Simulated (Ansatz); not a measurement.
Start from BeS in the rock salt structure (space group Fm-3m, No. 225; a = 4.5900 Å; a hypothetical phase, not in the database extracts checked). Axes: x, y, z lie along the cube axes.

One thing is altered: uniaxial strain ε_xx = −4.65 %, all other strain components held at zero; the atoms relax in the strained cell.

Levels (all Ansatz, a program for electronic structure, PAW): PBEsol (420 eV, no spin-orbit coupling); r2SCAN (500 eV, scalar-relativistic without spin-orbit coupling); HSE06 (420 eV, no spin-orbit coupling).

At the geometry relaxed with PBEsol, these levels gave the following band gaps, in shuffled order: (a) 0.59 eV, (b) 1.37 eV, (c) 0.95 eV.

Task: Match each gap to its level.

Result: (a) PBEsol; (b) HSE06; (c) r2SCAN.

Single points use the geometry relaxed with PBEsol. HSE06 was sampled on its mesh, a few special points and the semilocal edge points, so its gap is an upper bound. Whether these cells are dynamically stable was not tested.
